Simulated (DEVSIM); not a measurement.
**abrupt Si n-p junction**

Structure: abrupt Si n-p junction, at 400 K.

| layer (left to right) | material | thickness (μm) | Nd (cm⁻³) | Na (cm⁻³) | τn (s) | τp (s) |
|---|---|---|---|---|---|---|
| 1 | Si | 82.0 | 1.7e19 | - | 9.8e-7 | 9.8e-7 |
| 2 | Si | 150 | - | 1.1e17 | 9.8e-7 | 9.8e-7 |

Left contact: ohmic. Right contact: ohmic. Voltage is applied to the left contact. Recombination: SRH at mid-gap, Auger. Mobility is constant in doping.

Constants are typed, rounded textbook-type inputs, not results; the design itself was drawn at random and stands for no fabricated device. Values at 300 K; Nc and Nv go as T^1.5, mobilities as T to minus their exponent, the gap by Varshni's rule with the affinity fixed.

```csv
parameter,Si
gap (eV),1.124
affinity (eV),4.05
permittivity,11.7
Nc (cm⁻³),2.86e19
Nv (cm⁻³),3.1e19
μn (cm²/Vs),1417
μp (cm²/Vs),470
T exponent of μn,2.3
T exponent of μp,2.2
Cn (cm⁶/s),2.8e-31
Cp (cm⁶/s),9.9e-32
Varshni α (eV/K),0.000473
Varshni β (K),636
```

Simulated with DEVSIM: 1D drift-diffusion, Boltzmann statistics, complete ionisation; no tunnelling, impact ionisation, image-force lowering or self-heating.

The potential step across the device at zero bias is 0.854 V and the largest field in the device at zero bias is 290000 V/cm. The dark forward voltage at 1 A/cm² is 0.527 V and the dark forward voltage at 100 A/cm² is 0.826 V.

Dark forward current:

```
V (V)  J (A/cm²)
-----  ---------
-0.05    -1.5e-6
-0.15    -2.4e-5
-0.25   -0.00037
-0.40     -0.027
-0.50      -0.48
-0.60       -6.0
-0.70        -30
-0.85       -120
-0.95       -240
-1.05       -430
-1.15       -690
-1.30      -1200
-1.40      -1600
-1.50      -2100
```
